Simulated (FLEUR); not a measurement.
# Equation of state of Sn (space group 141): energy against volume (FLEUR, PBE)

```xyz
2
Lattice="-2.8632 2.8632 1.5617 2.8632 -2.8632 1.5617 2.8632 2.8632 -1.5617" Properties=species:S:1:pos:R:3 pbc="T T T"
Sn     0.0000     0.0000     0.0000
Sn     0.0000     2.8632     0.7809
```

Computed with PBE, all-electron FLAPW (FLEUR), scalar-relativistic valence (FLEUR). Settings: Kmax = 4.45 1/bohr; GmaxXC = 17.8 1/bohr; xcFunctional = pbe; jspins = 1; l_soc = F; mode = hist; fermiSmearingEnergy = 0.00183747 Htr; mesh (inpgen div1-3) = 13 13 13; inpgen gamma flag = false; Gmax = 17.8 1/bohr; numbands = 0; maxIterBroyd = 15; imix = Anderson; alpha = 0.05; precondParam = 0; minDistance = 1e-05 me/bohr^3. The cell above is the first row's. The rows scale it uniformly. In all rows fractional positions and the k mesh are held. E is the free energy at the stated smearing, counted from the lowest row.

```csv
V (Å^3/atom),E (meV/atom)
25.605,50.55
26.162,31.13
26.719,16.90
27.275,7.29
27.832,1.81
28.388,0.00
28.945,1.46
29.502,5.84
30.058,?
```

Q: Using the third-order Birch-Murnaghan form, a cubic in V^(-2/3), estimate the missing E at V = 30.058 from the other rows, showing the fit.

A: With u = V^(-2/3) - 0.110, the rows have u = 0.005111, 0.003471, 0.001889, 0.000363, -0.001114, -0.002541, -0.003924, -0.005263. Least squares gives E = 5.608 + 4354.2·u + 852472·u² + 3163731·u³. Residuals (row less fit): -0.003, 0.006, 0.004, -0.011, -0.001, 0.004, 0.003, -0.003; standard error 0.007 (degrees of freedom: 4). Its minimum lies at u = -0.002591, so V0 = (0.107409)^(-3/2) = 28.41. There d²E/du² = 1656000 and d³E/du³ = 1.898e7, so B0 = (4/9) × 28.41^(-7/3) × 1656000 × 0.160218 = 47.9 GPa (the last factor turns the table's units into GPa), and B0' = 4 + (2/3) × 0.107409 × (1.898e7)/1656000 = 4.8. At the withheld row, u = -0.006559, so E = 5.608 + 4354.2 × (-0.006559) + 852472 × (-0.006559)² + 3163731 × (-0.006559)³ = 12.830 meV/atom. The calculation gives 12.80 meV/atom, 0.030 meV/atom below the prediction (0.1 % of the range of E in the table). The row lies outside the fitted rows, so this is an extrapolation. From the scatter of the fitted rows alone, a prediction at this place has a standard error of 0.018 meV/atom, so the miss is 1.7 times that.

Carrying the step between the two nearest rows on in a straight line would have given 10.21, off by 2.59; series whose last step already gives the withheld value aren't shown. The scan was laid around a cell of about the measured size, scaled by a guess for this functional; axis ratios and inner coordinates come from that cell. The runs keep the symmetry of the cell, so they don't test it for distortions. Values depend on the basis (sphere radii, cutoffs, local orbitals), which need not be converged. The shape of the cell and the inner coordinates aren't relaxed, so V0 and B0 belong to this uniform scaling; a relaxed crystal lies no higher in energy and is usually softer. Cutoffs and mesh are single choices, not tested for convergence of this quantity. Series with a scatter that would blur these digits, or in which a gap closes, are not shown. Nor are scans whose minimum lies at an end fitted in this form.
